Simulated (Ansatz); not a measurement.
What tensor shear ε_xy = −3.58 % does to BAs

Start from BAs in the zinc blende structure (space group F-43m, No. 216; a = 4.768 Å). Axes: x, y, z lie along the cube axes.

Modification: a pure shear with ε_xy = ε_yx = -0.0358, atoms relaxed at fixed cell.

Calculations: Kohn–Sham DFT with the PBEsol functional, run in Ansatz (an electronic-structure program) with PAW and 420 eV plane waves, no spin-orbit coupling. Γ-centred 12×12×12 mesh, Fermi–Dirac width 0.05 eV.

The space group goes from F-43m (No. 216) to Imm2 (No. 44) and the energy grows by 33 meV/atom. The pressure (mean of the normal stresses, compression positive) goes from zero to 0.52 GPa and the band gap decreases by 0.82 eV to 0.26 eV. The gap character comes out as indirect, Γ → X and the smallest direct gap shrinks by 0.85 eV, from 3.25 eV to 2.40 eV. The valence-band top at Γ (three highest levels, from the VBM) goes from 0.00, 0.00, 0.00 eV to 0.00, -0.40, -0.61 eV and the valley order (the lowest conduction-band minima on the path, energy above the VBM, named in the base's zone) becomes X along [001] 0.26 eV; a point along [100], about 1.0 Å⁻¹ from Γ 0.76 eV (base: a point along ⟨100⟩, about 1.1 Å⁻¹ from Γ 1.08 eV). The largest internal atomic displacement amounts to 0.016 Å and the stress (xx, yy, zz, yz, xz, xy; compression positive) is (0.85, 0.85, -0.12, 0.00, 0.00, 10.79) GPa.

The cells carry an imposed strain or load. Whether these cells are dynamically stable was not tested. A zero or small gap of BAs under tensor shear ε_xy = −3.58 % can be the functional's error rather than a property of the material. k-point labels follow each cell's own Brillouin zone.
